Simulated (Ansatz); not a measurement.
**ZnO: tensor shear ε_xz = +1.00 %**

The reference is ZnO in the wurtzite structure (space group P6_3mc, No. 186; a = 3.1869 Å, c = 5.1526 Å). Axes: x lies along a and z along c of the hexagonal cell.

Modification: tensor shear ε_xz = +1.00 % (engineering shear γ = 0.0200), atoms relaxed at fixed cell.

Computed with plane-wave PAW DFT at the LDA level (Ansatz, a first-principles code, 420 eV), no spin-orbit coupling. Γ-centred 12×12×7 mesh, Fermi–Dirac width 0.05 eV.

```csv
quantity,base,changed,shift
volume per atom,11.33 Å³,11.33 Å³,0.00 Å³
space group,P6_3mc (No. 186),Cc (No. 9),–
shortest interatomic distance,1.944 Å,1.944 Å,0.000 Å
energy relative to the base (free energy F),0 meV/atom,+0.5 meV/atom,+0.5 meV/atom
band gap,0.80 eV,0.80 eV,-0.005 eV
gap character,direct at Γ,direct at Γ,–
electron mass,0.15 mₑ (at Γ),0.15 mₑ (at Γ),–
"valence-band top at Γ (three highest levels, from the VBM)","0.00, 0.00, -0.11 eV","0.00, -0.01, -0.12 eV",–
"stress (xx, yy, zz, yz, xz, xy; compression positive)",–,"(-0.03, -0.01, 0.00, 0.00, -0.76, 0.00) GPa",–
```

Final structure:

```
ZnO
1.0
    3.18693     0.00000     0.03187
   -1.59347     2.75997    -0.01593
    0.05153     0.00000     5.15257
Zn O
2 2
Direct
  0.33132   0.66652   0.00182
  0.66480   0.33348   0.50182
  0.33535   0.66682   0.38018
  0.66853   0.33318   0.88018
```

Cost of the whole job for the changed cell (relaxation, final SCF and bands): about 70 core-seconds (a rough figure).

The cells carry an imposed strain or load. Effective masses come from finite differences of ±0.01 Å⁻¹. Stability against distortions was not tested. Labels are those of the standard path for the cell's own space group.
